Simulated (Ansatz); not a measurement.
Consider the energy of the reaction as written. Reaction: 2 cell B → cell A. Negative: the products are lower in energy.

Cell A: a sheet of composition Be2, 2 atoms, hexagonal cell of 2.17 Å (4.1 Å²), symmetry P-3m1, 1.9 Å thick under 15 Å of vacuum, in-plane vectors relaxed; planes from bottom to top: Be × 2; a model cell; spin state with PBE: run without spin, k-point mesh 24×24×1.
```xyz
2
Lattice="2.1658 0.0000 0.0000 -1.0829 1.8757 0.0000 0.0000 0.0000 16.7115" Properties=species:S:1:pos:R:3 pbc="T T T"
Be     0.0000     1.2504     9.3074
Be     1.0829     0.6252     7.4041
```

Cell B: a sheet of composition Be, 1 atom, hexagonal cell of 2.13 Å (3.9 Å²), symmetry P6/mmm, 0.0 Å thick under 16 Å of vacuum, in-plane vectors relaxed; planes from bottom to top: Be; a model cell; spin state with PBE: run without spin, k-point mesh 36×36×1.
```xyz
1
Lattice="2.1303 0.0000 0.0000 -1.0652 1.8449 0.0000 0.0000 0.0000 16.0000" Properties=species:S:1:pos:R:3 pbc="T T T"
Be     0.0000     0.0000     8.0000
```

All numbers come from Ansatz (a quantum-chemistry and plane-wave program), plane waves with PAW, its default PAW set, cutoff 420 eV, 500 eV for r2SCAN. The structures are at rest with PBE; other levels are single points on them. Neutral cells; Fermi-Dirac smearing of at most 0.10 eV in the solids, energies taken to zero width. The lattices are those relaxed with PBE, so at other levels the solids can be strained, which adds to the spread. A dispersion term (D3(BJ), or D4 for r2SCAN) was computed beside these levels and is taken off wherever the name lacks it. No zero-point or thermal terms. Cell A has symmetry P-3m1 and got no random move, so less symmetric positions, which may lie lower, weren't tried. Cell B has symmetry P6/mmm and got no random move, so less symmetric positions, which may lie lower, weren't tried.

Task: What is the computed value (r2SCAN)?

Result: -0.74 eV, for 2 cell B → cell A.

Task: How does the value move with the functional?

Result: 
```csv
Level,value (eV),less r2SCAN
PBE,-0.71,0.03
```

The levels span only 0.03 eV, too little to tell them apart.
